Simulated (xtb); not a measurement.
xtb 6.7.1, GFN2-xTB: Ti(OiPr)3(Me) (CC(C)[O][Ti]([CH3])([O]C(C)C)[O]C(C)C), 38 atoms. The geometry is a generated start, not checked to be a minimum at this level.

- method = GFN2-xTB
- --acc = 1 (default)
- --etemp (K) = 300 (default)
- detailed input (--input) = none: ANC optimiser, Lindh (1995) Hessian, microcycle=20, maxdispl=1.0, hlow=0.01 (default)
- basis functions = 86
- valence electrons = 86

Charge 0 and multiplicity 1 are set for this test and not shown to be the ground state.

The structure is relaxed from this start with --opt LEVEL for the levels crude, sloppy, loose, lax, normal, tight, vtight, extreme, once each. Up to the end of the extreme run atoms move by at most 3.0 Å along an axis.

Problem. Which level is enough to come within 20 meV of the tightest end point?

Solution. tight: 143 cycles against 152, ending 0.047 meV above.

| level | cycles | energy above the extreme run (meV) | gradient norm (eV/Å) |
|---|---|---|---|
| crude | 1 | 140 | 0.10 |
| sloppy | 1 | 140 | 0.10 |
| loose | 1 | 140 | 0.10 |
| lax | 1 | 140 | 0.10 |
| normal | 22 | 130 | 0.028 |
| tight | 143 | 0.047 | 0.014 |
| vtight | 150 | under 0.01 | 0.0046 |
| extreme | 152 | — | 0.0023 |
